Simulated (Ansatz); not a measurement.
**SiO2 under a change: biaxial strain −0.60 %, plane normal [001], relaxed out of plane**

Base system: SiO₂ in the rutile structure (space group P4_2/mnm, No. 136; a = 4.155 Å, c = 2.661 Å). Axes: x, y, z lie along a, b, c of the conventional cell.

Now apply this change: biaxial strain −0.60 %, plane normal [001], relaxed out of plane (Cartesian); in-plane vectors clamped, the third vector and the atoms free.

Calculations: plane-wave PAW DFT at the LDA level (Ansatz, a quantum-chemistry and plane-wave program, 420 eV), no spin-orbit coupling. Settings: 8×8×12 k-points, 0.05 eV Fermi–Dirac smearing.

- Volume per atom: 7.59 Å³ (base 7.66 Å³)
- Shortest interatomic distance: 1.755 Å (base 1.754 Å)
- Pressure (mean of the normal stresses, compression positive): 23.7 kbar (base -0.1 kbar)
- Band gap: 5.92 eV (base 5.81 eV)
- Gap character: direct at Γ (base direct at Γ)
- Width of the top valence band: 2.78 eV (base 2.76 eV)
- Electron mass: 0.40 mₑ out of plane, 0.53 mₑ in plane (at Γ) (base 0.40 mₑ along c, 0.52 mₑ across (at Γ))
- Hole mass: 1.6 mₑ out of plane, 1.1 mₑ in plane (at Γ) (base 1.7 mₑ along c, 1.1 mₑ across (at Γ))
- Valence-band top at Γ (three highest levels, from the VBM): 0.00, -0.91, -0.91 eV (base 0.00, -0.91, -0.91 eV)
- Valley order (the lowest conduction-band minima on the path, energy above the VBM, named in the base's zone): Γ 5.92 eV; A (1/2, 1/2, 1/2) 7.29 eV (base Γ 5.81 eV; A (1/2, 1/2, 1/2) 7.19 eV)
- Out-of-plane strain: +0.32 %
- Mean in-plane stress (compression positive): +3.6 GPa

Cost of the whole job for the changed cell (relaxation, final SCF and bands): around 60 core-seconds (rough).

Masses are band curvatures over ±0.01 Å⁻¹ around the edge. Stability against distortions was not tested.
